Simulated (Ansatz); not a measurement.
Relaxation of the outer planes of the (332) surface of bcc Li in its 1x1 cell, outermost plane spacing 0.73 Å in the ideal cut.

Computed with PBE (plane waves to 420 eV, PAW; Ansatz, an electronic-structure program).

Model: 15-atom slab, 10.3 Å thick at the start (thin: gaps and levels are the slab's own), 8x7x1 mesh, Fermi-Dirac 0.1 eV, dipole correction, all atoms relaxed; start symmetry kept, larger cells not searched; no spin, no spin-orbit, no U.

```
plane  atoms  bulk spacing to the next (Å)  relaxed spacing (Å)  change (%)  rumpling (Å)
-----  -----  ----------------------------  -------------------  ----------  ------------
1         Li                         0.733                0.523       -28.6          0.00
2         Li                         0.733                1.155        57.6          0.00
```
